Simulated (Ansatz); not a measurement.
Al, response to strain

Take Al (space group P6_3/mmc, No. 194; a = 2.836 Å, c = 9.329 Å; a cell from a computed database, its experimental status unchecked; relaxed with 0.1 eV smearing) as the base. Axes: x lies along a and z along c of the hexagonal cell.

Strains are applied to the cell and any free atomic positions relax; under biaxial strain the out-of-plane vector relaxes too; under stress the whole cell relaxes.

Method: PBEsol, PAW, 420 eV (Ansatz, an electronic-structure program; no spin-orbit coupling).

Notes on the quantities. pressure: mean of the normal stresses, compression positive.

```json
[
 {"variant": "base", "space group": "P6_3/mmc (No. 194)", "pressure": "0.0 GPa", "volume per atom": "16.25 Å³"},
 {"variant": "biaxial strain −4.17 %, plane normal [001], relaxed out of plane", "space group": "P6_3/mmc (No. 194)", "pressure": "5.5 GPa", "volume per atom": "15.46 Å³"},
 {"variant": "biaxial strain −0.36 %, plane normal [001], relaxed out of plane", "space group": "P6_3/mmc (No. 194)", "pressure": "0.3 GPa", "volume per atom": "16.19 Å³"},
 {"variant": "isotropic strain −3.39 %", "space group": "P6_3/mmc (No. 194)", "pressure": "10.6 GPa", "volume per atom": "14.65 Å³"},
 {"variant": "uniaxial strain ε_yy = −1.35 %", "space group": "Cmcm (No. 63)", "pressure": "1.2 GPa", "volume per atom": "16.03 Å³"},
 {"variant": "uniaxial strain ε_zz = −1.52 %", "space group": "P6_3/mmc (No. 194)", "pressure": "1.3 GPa", "volume per atom": "16.00 Å³"},
 {"variant": "uniaxial stress, 3 GPa tension along x", "space group": "Cmcm (No. 63)", "pressure": "–", "volume per atom": "16.50 Å³"}
]
```

Beyond what the load breaks, stability against distortions was not tested. This is not the structure that Al has at room temperature and ambient pressure.
